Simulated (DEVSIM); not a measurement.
Structure: abrupt Si n-p junction, at 300 K.

```
layer (left to right)  material  thickness (μm)  Nd (cm⁻³)  Na (cm⁻³)   τn (s)   τp (s)
---------------------  --------  --------------  ---------  ---------  -------  -------
1                            Si            2.20     3.9e15          -  0.00019  0.00019
2                            Si            32.0          -     6.1e17  0.00019  0.00019
```

Left contact: ohmic. Right contact: ohmic. Voltage is applied to the left contact. Recombination: SRH at mid-gap, radiative. Mobility is μmin + (μ − μmin)/(1 + (N/Nref)^α).

The device is made up for the run: typed textbook-type constants, with dimensions and the other settings drawn at random. Values at 300 K.

| parameter | Si |
|---|---|
| gap (eV) | 1.124 |
| affinity (eV) | 4.05 |
| permittivity | 11.7 |
| Nc (cm⁻³) | 2.86e19 |
| Nv (cm⁻³) | 3.1e19 |
| μn (cm²/Vs) | 1417 |
| μp (cm²/Vs) | 470 |
| μn,min | 52 |
| μp,min | 45 |
| Nref,n | 9.7e16 |
| Nref,p | 2.2e17 |
| αn | 0.68 |
| αp | 0.72 |
| B (cm³/s) | 4.7e-15 |

Model (solved in DEVSIM): 1D drift-diffusion, Boltzmann statistics, complete ionisation; no tunnelling, impact ionisation, image-force lowering or self-heating.

### Question
Tabulate band edges, carrier densities and field at zero bias.

### Answer
Energies count from the Fermi level of the right contact; mesh points crowd at the junctions.

| x (μm) | Ec (eV) | Ev (eV) | n (cm⁻³) | p (cm⁻³) | field (V/cm) |
|---|---|---|---|---|---|
| 0.000 | 0.230 | -0.894 | 3.9e15 | 30000 | ≈ 0 |
| 0.03454 | 0.230 | -0.894 | 3.9e15 | 30000 | ≈ 0 |
| 0.1234 | 0.230 | -0.894 | 3.9e15 | 30000 | ≈ 0 |
| 0.3315 | 0.230 | -0.894 | 3.9e15 | 30000 | ≈ 0 |
| 1.100 | 0.230 | -0.894 | 3.9e15 | 30000 | ≈ 0 |
| 1.776 | 0.266 | -0.858 | 9.6e14 | 120000 | 4500 |
| 2.038 | 0.579 | -0.545 | 5.4e9 | 2.2e10 | 20000 |
| 2.168 | 0.888 | -0.236 | 35000 | 3.3e15 | 28000 |
| 2.201 | 0.998 | -0.126 | 490 | 2.4e17 | 40000 |
| 2.237 | 1.022 | -0.102 | 190 | 6.1e17 | 55 |
| 2.326 | 1.022 | -0.102 | 190 | 6.1e17 | ≈ 0 |
| 2.687 | 1.022 | -0.102 | 190 | 6.1e17 | ≈ 0 |
| 3.429 | 1.022 | -0.102 | 190 | 6.1e17 | ≈ 0 |
| 5.375 | 1.022 | -0.102 | 190 | 6.1e17 | ≈ 0 |
| 12.61 | 1.022 | -0.102 | 190 | 6.1e17 | ≈ 0 |
| 24.40 | 1.022 | -0.102 | 190 | 6.1e17 | ≈ 0 |
| 30.22 | 1.022 | -0.102 | 190 | 6.1e17 | ≈ 0 |
| 32.59 | 1.022 | -0.102 | 190 | 6.1e17 | ≈ 0 |
| 33.74 | 1.022 | -0.102 | 190 | 6.1e17 | ≈ 0 |
| 34.03 | 1.022 | -0.102 | 190 | 6.1e17 | ≈ 0 |
| 34.14 | 1.022 | -0.102 | 190 | 6.1e17 | ≈ 0 |
| 34.20 | 1.022 | -0.102 | 190 | 6.1e17 | ≈ 0 |
